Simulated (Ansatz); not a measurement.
Consider Hf in the hcp (Mg type) structure (space group P6_3/mmc, No. 194; relaxed with 0.1 eV smearing).

```yaml
crystal:
  lattice:
    - [3.15801, 0.00000, 0.00000]
    - [-1.57901, 2.73492, 0.00000]
    - [0.00000, 0.00000, 5.00438]
  atoms:
    - { symbol: Hf, position: [0.33333, 0.66667, 0.75000] }
    - { symbol: Hf, position: [0.66667, 0.33333, 0.25000] }
```

Method: Ansatz (a first-principles code) PBEsol, scalar-relativistic without spin-orbit coupling, earlier PAW set.

For the base:

| Quantity | Value |
|---|---|
| Pressure | 0.0 GPa |
| Band gap | zero |

It is then changed as follows: an isotropic linear strain of −1.98 %; the atoms relax in the strained cell.

**Question.** Predict the new energy relative to the base, pressure and band gap.

**Answer.** The energy increases by 28 meV/atom; the pressure (mean of the normal stresses, compression positive) goes from zero to 7.5 GPa; the band gap is still zero.

No phonon test of stability was made. The final runs are not spin-polarised.
